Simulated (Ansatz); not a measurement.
Base system: SnO in the litharge type structure (space group P4/nmm, No. 129; a = 3.770 Å, c = 4.560 Å; layered, stacked along the Cartesian z axis).

Modification: a free-standing slab of 2 layers (8 atoms, 4 a layer) is cut normal to the stacking axis, with 15 Å of vacuum and the in-plane cell relaxed.

Levels (all Ansatz, a first-principles code, PAW): PBEsol-D3(BJ) (420 eV, no spin-orbit coupling); r2SCAN (500 eV, scalar-relativistic without spin-orbit coupling); HSE06 (420 eV, spin-orbit coupling left out).

One geometry, relaxed with PBEsol-D3(BJ), under each level:

```tsv
level	band gap	lowest conduction level above the VBM at special points
PBEsol-D3(BJ)	0.68 eV	M 0.68 eV; Γ 2.01 eV; X 2.11 eV
r2SCAN	0.85 eV	M 0.85 eV; Γ 2.41 eV; X 2.28 eV
HSE06	?	?
```

Give the withheld HSE06 results.


- HSE06, band gap: 1.15 eV
- HSE06, lowest conduction level above the VBM at special points: M 1.15 eV; Γ 2.70 eV; X 2.64 eV

Single points use the geometry relaxed with PBEsol-D3(BJ). The hybrid gap comes from the SCF mesh plus the semilocal run's edge points and a few special points and is an upper bound. No phonon test of stability was made. All final runs are without spin polarisation.
